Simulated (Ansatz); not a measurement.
Start from Ru in the hcp (Mg type) structure (space group P6_3/mmc, No. 194; a = 2.705 Å, c = 4.260 Å). Axes: x lies along a and z along c of the hexagonal cell.

Computed with Kohn–Sham DFT with the r2SCAN functional, run in Ansatz (an electronic-structure program) with PAW and 500 eV plane waves, no spin-orbit coupling.

Strains are applied to the cell and any free atomic positions relax; under biaxial strain the out-of-plane vector relaxes too.

One change was made to it. Results:

```tsv
quantity	base	after
pressure (mean of the normal stresses, compression positive)	0.0 GPa	-15.3 GPa
band gap	zero	zero
```

Name the change that was made.
(A) biaxial strain −2.48 %, plane normal [001], relaxed out of plane
(B) biaxial strain +1.38 %, plane normal [001], relaxed out of plane
(C) biaxial strain −4.59 %, plane normal [001], relaxed out of plane
(D) uniaxial strain ε_xx = −1.29 %
(E) isotropic strain +1.72 %

E, isotropic strain +1.72 %. For comparison, the pressure in the other runs: biaxial strain −2.48 %, plane normal [001], relaxed out of plane gives 13.5 GPa; biaxial strain −4.59 %, plane normal [001], relaxed out of plane gives 28.3 GPa; biaxial strain +1.38 %, plane normal [001], relaxed out of plane gives -6.0 GPa; uniaxial strain ε_xx = −1.29 % gives 4.5 GPa.

Without a gap, meshes like the base's 20×20×11 leave anisotropic stresses uncertain by several tenths of a GPa, and small strain energies with them. Whether these cells are dynamically stable was not tested. All final runs are without spin polarisation.
